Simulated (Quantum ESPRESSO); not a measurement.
A self-consistent single point of Pd (Fm-3m, 1 atom in the cell) with Quantum ESPRESSO.

Computed with PBE, PSlibrary PAW (PBE, semicore) pseudopotentials (plane waves; Quantum ESPRESSO).

```yaml
crystal:
  lattice:
    - [0.00000, 1.95084, 1.95084]
    - [1.95084, 0.00000, 1.95084]
    - [1.95084, 1.95084, 0.00000]
  atoms:
    - { symbol: Pd, position: [0.00000, 0.00000, 0.00000] }
```

Reference input (self-consistent single point, DFT, PBE, plane waves, PSlibrary PAW (PBE, semicore) pseudopotentials): ecutwfc = 65 Ry; ecutrho = 585 Ry; occupations = smearing; smearing = fd; degauss = 0.0073499 Ry; potentials = {Pd: Pd.pbe-spn-kjpaw_psl.1.0.0.UPF}; K_POINTS = automatic 14 14 14 0 0 0; conv_thr = 1e-10 Ry; mixing_beta = 0.4. This run's input differs from it in these lines:

```diff
@@ -16,4 +16,4 @@
  occupations = 'smearing'
- smearing = 'fd'
- degauss = 0.0073499
+ smearing = 'gauss'
+ degauss = 0.036749
 /
@@ -28,3 +28,3 @@
 K_POINTS automatic
-14 14 14  0 0 0
+23 23 23  0 0 0
 CELL_PARAMETERS angstrom
```

Output, abridged:

```
     Self-consistent Calculation

     iteration #  1     ecut=    65.00 Ry     beta= 0.40

---- Real-time Memory Report at c_bands before calling an iterative solver
           120 MiB given to the printing process from OS
            90 MiB allocation reported by mallinfo(arena+hblkhd)
------------------

     Threshold (ethr) on eigenvalues was too large:
     Diagonalizing with lowered threshold

---- Real-time Memory Report at c_bands before calling an iterative solver
           188 MiB given to the printing process from OS
            96 MiB allocation reported by mallinfo(arena+hblkhd)
------------------

   [... lines left out ...]

---- Real-time Memory Report at c_bands before calling an iterative solver
           191 MiB given to the printing process from OS
            99 MiB allocation reported by mallinfo(arena+hblkhd)
------------------

     total energy              =    -512.03631078 Ry
     estimated scf accuracy    <          1.6E-10 Ry

     iteration # 11     ecut=    65.00 Ry     beta= 0.40

---- Real-time Memory Report at c_bands before calling an iterative solver
           191 MiB given to the printing process from OS
            99 MiB allocation reported by mallinfo(arena+hblkhd)
------------------
     End of self-consistent calculation

     the Fermi energy is    19.8277 ev

!    total energy              =    -512.03631078 Ry
     estimated scf accuracy    <          1.0E-11 Ry
     smearing contrib. (-TS)   =      -0.01350417 Ry
     internal energy E=F+TS    =    -512.02280661 Ry

      -> PAW hartree energy AE =     190.42504500 Ry
      -> PAW hartree energy PS =    -188.71383338 Ry
      -> PAW xc energy AE      =    -286.23331183 Ry
      -> PAW xc energy PS      =      29.28764686 Ry
      -> total E_H with PAW    =      52.90935449 Ry
      -> total E_XC with PAW   =    -287.78963437 Ry

     convergence has been achieved in  11 iterations

     Forces acting on atoms (cartesian axes, Ry/au):

     atom    1 type  1   force =     0.00000000    0.00000000    0.00000000

     Total force =     0.000000     Total SCF correction =     0.000000

          total   stress  (Ry/bohr**3)                   (kbar)     P=       47.58
   0.00032347  -0.00000000  -0.00000000           47.58       -0.00       -0.00
  -0.00000000   0.00032347  -0.00000000           -0.00       47.58       -0.00
  -0.00000000  -0.00000000   0.00032347           -0.00       -0.00       47.58

   JOB DONE.
```

The run converged in 11 iterations. Against the reference run the free energy goes down by 82.6 meV/atom and the pressure goes from 4.26 to 4.76 GPa.

The starting cell has typed, rounded lattice constants, without a prior relaxation at this level. Its lattice was rescaled by up to half a per cent. Spin polarisation is off. With a pressure of about 5 GPa the cell is away from its equilibrium volume at this level.

Cost on one core of a shared machine: roughly 2 min.
